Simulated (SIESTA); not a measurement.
One base run on Bi2BO5 (Cmc2_1, 16 atoms in the cell) and variants with one or two settings moved

```cif
data_B4Bi8O20
_chemical_formula_sum 'B4 Bi8 O20'
_space_group_name_H-M_alt 'Cmc21'
_space_group_IT_number 36
_space_group_name_Hall 'C 2c -2'
_cell_length_a 13.86053
_cell_length_b 5.48567
_cell_length_c 5.58984
_cell_angle_alpha 90.000
_cell_angle_beta 90.000
_cell_angle_gamma 90.000
loop_
_atom_site_label
_atom_site_type_symbol
_atom_site_symmetry_multiplicity
_atom_site_Wyckoff_symbol
_atom_site_fract_x
_atom_site_fract_y
_atom_site_fract_z
_atom_site_occupancy
B1 B 4 a 0.00000 0.30479 0.15955 1
Bi1 Bi 8 b 0.34203 0.27051 0.23453 1
O1 O 8 b 0.08741 0.18395 0.14395 1
O2 O 8 b 0.25881 0.00116 0.46501 1
O3 O 4 a 0.00000 0.55783 0.17873 1
```
(The calculation used a cell of 16 atoms; values per cell refer to that cell.)

Base run A: GGA PBEsol, numerical atomic orbitals DZP, PseudoDojo PBEsol standard norm-conserving potentials (rewritten from UPF to PSML) run with SIESTA, self-consistent single point.

Its settings: XC.functional = GGA; XC.authors = PBEsol; potentials = PseudoDojo PBEsol standard; PAO.BasisSize = DZP; PAO.EnergyShift = 0.01 Ry; MeshCutoff = 400 Ry; kgrid.MonkhorstPack = 3 3 3; OccupationFunction = MP; OccupationMPOrder = 1; ElectronicTemperature = 136 meV; MaxSCFIterations = 150; SCF.Mixer.Method = Broyden; SCF.Mixer.Weight = 0.1; SCF.Mixer.History = 8; SCF.DM.Tolerance = 1.0E-04.

The starting cell comes from a database of computed structures (which also holds hypothetical and non-ambient phases and stackings), without a prior relaxation at this level. Values carry the incompleteness of an atom-centred basis. In the base run, with a pressure of about -3 GPa the cell is away from its equilibrium volume at this level. The run gives no clean gap (levels at the Fermi energy touch, overlap or are partly filled at this smearing), which alone does not show that the compound is a metal. Without a gap this mesh is coarse (it stands for a supercell whose shortest vector is 16 Å).

ΔF is the free energy per atom less that of run A. A dash stands where there is no value to compare (another energy zero or no entropy term, no result, no spin, no clean gap, or a mesh too coarse for one). Total energies depend on the potentials, the functional and any Hubbard or dispersion term, so they are compared only between runs that share all of them.

Run A gave: pressure (GPa) -3.18; largest force (eV/Å) 0.315; k-points 14; basis size 228.

Runs:
- B: lattice scaled by 1.03; MeshCutoff: 400 Ry → 240 Ry
- C: ElectronicTemperature: 136 meV → 2 meV
- D: kgrid.MonkhorstPack: 3 3 3 → 1 1 1 shifted by 0.5 0.5 0.5
- E: kgrid.MonkhorstPack: 3 3 3 → 4 4 4
- F: PAO.BasisSize: DZP → SZP
- G: MaxSCFIterations: 150 → 300; SCF.Mixer.History: 8 → 5
- H: XC.functional: GGA → LDA; XC.authors: PBEsol → CA; pseudopotentials: PseudoDojo PBEsol standard → PseudoDojo LDA standard [LDA CA]
- I: GridCellSampling: default → [0.5 0.5 0.0, 0.5 0.0 0.5, 0.0 0.5 0.5]

**Question.** What does run B change against A?

**Answer.** The free energy rises by 68.9 meV/atom, the pressure goes from -3.18 to -13.89 GPa and the largest force goes from 0.315 to 1.104 eV/Å.

**Question.** What does run H change against A?

**Answer.** The pressure goes from -3.18 to -7.11 GPa and the largest force goes from 0.315 to 0.114 eV/Å.

**Question.** What does run E change against A?

**Answer.** The free energy falls by 4.6 meV/atom, the pressure hardly changes (-3.18 to -3.25 GPa) and the largest force hardly changes (0.315 to 0.318 eV/Å).

```tsv
run	ΔF (meV/atom)	pressure (GPa)	largest force (eV/Å)	k-points	basis size
A	0.00	-3.18	0.315	14	228
B	68.9	-13.89	1.104	14	228
C	0.84	-3.19	0.310	14	228
D	37.2	-2.26	0.489	1	228
E	-4.6	-3.25	0.318	44	228
F	–	-0.94	2.214	14	164
G	0.00	-3.18	0.316	14	228
H	–	-7.11	0.114	14	228
I	-0.02	-3.19	0.315	14	228
```
